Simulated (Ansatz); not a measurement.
Here is the system:

End structure of the (100) surface of fcc Pb in its 1x1 cell, outermost plane spacing 2.52 Å in the ideal cut:

```
CELL_PARAMETERS angstrom
      3.56286     0.00000     0.00000
      0.00000     3.56286     0.00000
      0.00000     0.00000    26.50000
ATOMIC_POSITIONS crystal
  Pb 0.50000 0.50000 0.31280
  Pb 0.00000 0.00000 0.40219
  Pb 0.50000 0.50000 0.50000
  Pb 0.00000 0.00000 0.59781
  Pb 0.50000 0.50000 0.68720
```

Slab: 5 atoms, 10.1 Å thick at the start (thin: gaps and levels are the slab's own); k 11x11x1, smearing 0.1 eV, dipole-corrected; all atoms relaxed; start symmetry kept, larger cells not searched; no spin, no spin-orbit, no U.

**Question.** Predict the surface energy (mean of both faces) from PBE (Ansatz, a first-principles code).

**Answer.** 0.34 J/m^2

**Question.** Predict the work function of the top face from PBE.

**Answer.** 3.72 eV
